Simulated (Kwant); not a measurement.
Model system: GaAs/Al0.3Ga0.7As stack with 2 barriers. One parabolic valley. Leads of mass 0.067 mₑ with the band edge at 0; grid 0.1 nm; bias swept from 0.0096 to 0.36 V, dropping linearly over the stack. Emitter Fermi level 0.016 eV, 4 K, equal in the collector.

| layer | thickness (nm) | band offset (eV) | mass (mₑ) |
|---|---|---|---|
| 1 | 2.3 | 0.24 | 0.092 |
| 2 | 3.3 | 0 | 0.067 |
| 3 | 3 | 0.24 | 0.092 |

The device is made up for the run: typed textbook-type constants, with dimensions and the other settings drawn at random.

Kwant, one-band effective-mass tight-binding model in one dimension, coherent, no space charge, current by the Tsu-Esaki formula.

Sweep values stay those of the base run.

Base results: J (A/cm²) at bias = 0.09418 V 176; J (A/cm²) at bias = 0.2633 V 8280; bias of the first current peak (V) 0.227; J (A/cm²) at bias = 0.1788 V 4200.

### Question
What follows from this one change: Fermi level in the emitter 0.016 → 0.024 eV?

### Answer
J at bias = 0.09418 V 176 → 597 A/cm²; J at bias = 0.2633 V 8280 → 19200 A/cm²; bias of the first current peak 0.227 → 0.215 V; J at bias = 0.1788 V 4200 → 20900 A/cm².

### Question
What follows from this one change: temperature 4 → 300 K?

### Answer
J at bias = 0.09418 V 176 → 73500 A/cm²; J at bias = 0.2633 V 8280 → 58900 A/cm²; bias of the first current peak 0.227 → 0.203 V; J at bias = 0.1788 V 4200 → 220000 A/cm².

### Question
What follows from this one change: mass in the first barrier 0.092 → 0.074 mₑ?

### Answer
J at bias = 0.09418 V 176 → 209 A/cm²; J at bias = 0.2633 V 8280 → 12800 A/cm²; bias of the first current peak little changed (0.227 V); J at bias = 0.1788 V little changed (4190 A/cm²).

### Question
What follows from this one change: width of the first well 3.3 → 2 nm?

### Answer
J at bias = 0.09418 V 176 → 128 A/cm²; J at bias = 0.2633 V 8280 → 5320 A/cm²; bias of the first current peak 0.227 → 0.336 V; J at bias = 0.1788 V 4200 → 635 A/cm².
